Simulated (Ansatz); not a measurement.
**A computed series for hypothetical zinc blende CaO: response to strain**

Start from CaO in the zinc blende structure (space group F-43m, No. 216; a hypothetical phase, not in the database extracts checked).

```xyz
2
Lattice="0.0000 2.6064 2.6064 2.6064 0.0000 2.6064 2.6064 2.6064 0.0000" Properties=species:S:1:pos:R:3 pbc="T T T"
O      3.9096     3.9096     3.9096
Ca     0.0000     0.0000     0.0000
```

Strains are applied to the cell and any free atomic positions relax.

Method: DFT with r2SCAN, PAW potentials and a 500 eV plane-wave cutoff in Ansatz (a program for electronic structure), no SOC.

Notes on the quantities. energy relative to the base: free energy F.

```json
[
 {"isotropic strain (%)": "-1.71", "energy relative to the base (meV/atom)": "12.7"},
 {"isotropic strain (%)": "-0.4", "energy relative to the base (meV/atom)": "0.7"},
 {"isotropic strain (%)": "0", "energy relative to the base (meV/atom)": "0.0"},
 {"isotropic strain (%)": "3.51", "energy relative to the base (meV/atom)": "?"},
 {"isotropic strain (%)": "5.72", "energy relative to the base (meV/atom)": "113.1"}
]
```

**Question.** Fit ΔE = Aε² + Bε³ (ε in %) to the rows shown and predict the withheld row.

**Answer.** Least squares on the printed values gives A = 4.14 and B = -0.12 meV/atom (largest residual 0.0 meV/atom); this predicts 45.8 meV/atom, and the run gives 45.4 meV/atom, 0.4 lower.

No phonon test of stability was made.
